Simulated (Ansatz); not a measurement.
Surface: Si(111) 1x1 surface, 6 top atoms, 3 bilayers, bottom bilayer H-capped and fixed, every top atom capped by H; cell 11.5 x 6.6 Å; two neighbouring H replaced by SH; about 7 Å thick over the host's atoms, 18 atoms held. These are PBE-D3(BJ) (plane waves to 420 eV, PAW; Ansatz, a first-principles code) values and carry that method's errors. Sampling: 1x2x1 k points. The slab states were run without spin polarisation. Results hold for this slab, coverage and mesh. Energies are static: no zero-point or thermal part. Each state was relaxed from one prepared geometry.

End state of this step: the surface fragment of SiH4 exchanges a second ligand with a neighbouring S-H group. Atoms near the product:

```csv
atom,x (Å),y (Å),z (Å)
S(48),1.965,3.709,11.627
H(49),0.930,3.955,14.495
Si(a0),3.835,2.936,12.369
H(a2),1.047,3.996,15.237
H(a3),3.834,1.456,12.251
H(a4),3.834,3.359,13.798
```

Question: What energy does it take to move H2 into the gas, one a cell, with the surface relaxed behind it, and what are its closest contacts before it leaves?

Answer: 0.04 eV. Its closest contacts to the rest of the cell: H(49)...H(a4) 3.04 Å, H(49)...S(48) 3.06 Å, H(a2)...H(a4) 3.20 Å.
